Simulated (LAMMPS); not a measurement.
System: a free-standing liquid film of Al with 10 % of Al sites Cu, 2352 atoms, at 1170 K.

Computed with classical MD, pair style eam/alloy, file AlCu.eam.alloy, run in LAMMPS.

Question: Estimate the number density in the middle, the excess potential energy of the surface, the surface tension for this model.

Answer: number density in the middle: 0.0523 Å⁻³; excess potential energy of the surface: 0.54 J/m²; surface tension: 0.288 ± 0.010 N/m.
